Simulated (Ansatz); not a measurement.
**CaMoO4 (I4₁/a, No. 88)**

These are PBEsol (PAW; Ansatz, a quantum-chemistry and plane-wave program) values and carry that method's errors.

Run with plane-wave cutoff 520 eV, 10×10×10 k mesh, Fermi–Dirac smearing 0.01 eV, no spin polarisation, scalar-relativistic PAW data made under PBE.

Cell: relaxed at this level.

```json
{
  "band_gap": "3.38 eV",
  "equilibrium_lattice_constant_a": "5.205 Å",
  "lattice_parameter_c": "11.307 Å"
}
```

Spin–orbit coupling is not included.

Computed values are for the static lattice.
